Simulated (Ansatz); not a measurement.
Consider AlN in the zinc blende structure (space group F-43m, No. 216; a = 4.403 Å).

All numbers come from Ansatz (a quantum-chemistry and plane-wave program), PBE, PAW, cutoff 420 eV, without spin-orbit coupling.

One change was made to it. Results:

```csv
quantity,base,after
electron mass,"0.53 mₑ along k, 0.33 mₑ across (at X)","0.52 mₑ along k, 0.32 mₑ across (at X)"
width of the top valence band,2.63 eV,2.68 eV
```

Q: Name the change that was made.
(A) pressure 22.5 GPa
(B) pressure 4.5 GPa
(C) pressure 30 GPa

A: B, pressure 4.5 GPa. For comparison, the electron mass in the other runs: pressure 22.5 GPa gives 0.51 mₑ along k, 0.32 mₑ across (at X); pressure 30 GPa gives 0.51 mₑ along k, 0.32 mₑ across (at X).

The levels and masses belong to the bands next to the band gap. Load acts through the strain it causes; cell and atoms are relaxed under it. Effective masses come from finite differences of ±0.01 Å⁻¹. Along k means along the line from Γ to the band edge. Whether these cells are dynamically stable was not tested. Tetrahedral semiconductors of this kind turn to denser phases somewhere between about 1 and 50 GPa; those were not computed, so compressed cells here can lie past the real transition. This is not the structure that AlN has at room temperature and ambient pressure.
